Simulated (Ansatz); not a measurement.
Worked calculations on one periodic cell of amorphous germanium selenide (Ge54Se54): Ge54Se54, 108 atoms, volume 2974.0 Å³, made by a melt-quench on the CHGNet potential and relaxed with DFT. It is a model cell: composition and starting density were chosen by hand, and all elements were melted together. Level of theory: PBE, scalar-relativistic without spin-orbit coupling, PAW (Ansatz default set, large-core Se) (plane waves to 420 eV; Ansatz, an electronic-structure program). Sampling: a 2×2×2 Γ-centred mesh; Fermi-Dirac width 0.05 eV; no spin polarisation. Its volume was held where the quench left it, its shape was free, and it stands at a mean pressure of 0.7 GPa with stress components up to 0.8 GPa; the relaxation ran on the zone centre alone. Its density went from a set 4.57 to 4.57 g/cm³. The cell is small and was quenched far faster than a real film, so it is one sample of the glass.

Total energies at the same level (extrapolated to zero smearing): the glass cell -371164.620 eV at 0.7 GPa; GeSe (Pnma), relaxed, -27494.6036 eV for 8 atoms.

Problem. How much energy would crystallisation to that phase release at 0 K?

Solution. Per atom: -371164.620/108 − (-27494.6036/8) = -3436.7094 − (-3436.8255) = +0.1161 eV. A formula unit has 2 atoms, so this is 2 × 0.1161 = 0.232 eV, or 22 kJ/mol (1 eV = 96.485 kJ/mol). Read it as an upper bound for a slowly cooled glass; no measured value is set beside it.

Cut-offs for bonds: Ge-Ge 2.84 Å, Ge-Se 2.94 Å, Se-Se 2.76 Å. Counted neighbours: Ge: 1 with 2, 24 with 3, 28 with 4, 1 with 5; Se: 17 with 2, 35 with 3, 2 with 4.

Problem. Set the mean coordination against the 8 − N rule, and count mechanical constraints (r/2 for stretching, 2r − 3 for bending at each atom with r ≥ 2) against the 3 degrees of freedom.

Solution. The rule gives (54 × 4 + 54 × 2)/108 = 3.00; the cell has 338/108 = 3.13. Summing the constraints over the counted atoms gives 521.0/108 = 4.82 per atom, so by this count the network is rigid and over-constrained. The count takes every angle as intact, which overstates rigidity where angles are soft (at over-coordinated atoms).
